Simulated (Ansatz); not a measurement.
The starting structures come from a database of crystals and need not be the phases stable at ambient conditions.

Inside the gap of an insulator the Bloch states are evanescent, with a wavenumber k + iκ along the transport direction.

Consider the following.

```xyz
12
Lattice="10.0232 0.0000 0.0000 -5.0116 8.6803 0.0000 5.0116 2.8934 4.0919" Properties=species:S:1:pos:R:3 pbc="T T T"
Mg     0.0000     0.0000     0.0000
Mg    10.0232     2.8934     4.0919
Mg     2.5058     7.2336     4.0919
Mg     7.5174     7.2336     4.0919
Te     0.0000     5.7869     0.6615
Te    10.0232     5.7869     3.4304
Te     3.8812     5.1342     2.5075
Te     6.1420     6.4395     1.5845
Te    -1.3754     9.4744     2.5075
Te     1.3754     2.0994     1.5845
Te     7.5174     2.7520     2.5075
Te     2.5058     8.8217     1.5845
```

Space group of this cell: Pa-3. The cell is taken as given.

Transport runs along the normal of the first two printed cell vectors, the (111) plane of the conventional cell.

The gap is the functional's own, uncorrected, and κ follows it; spin-orbit coupling is left out. Mid-gap values are interpolated between the computed energies.

Q: Estimate the band gap and the smallest decay constant κ at mid-gap that r2SCAN (Ansatz, an electronic-structure program) returns for this system.

A: Gap 1.39 eV on a 8×8×8 mesh; κ = 0.195 1/Å, at (0.500, 0.167) of the in-plane reciprocal vectors. At the zone centre, at the nearest computed energy, the slowest state has κ = 0.21 1/Å.
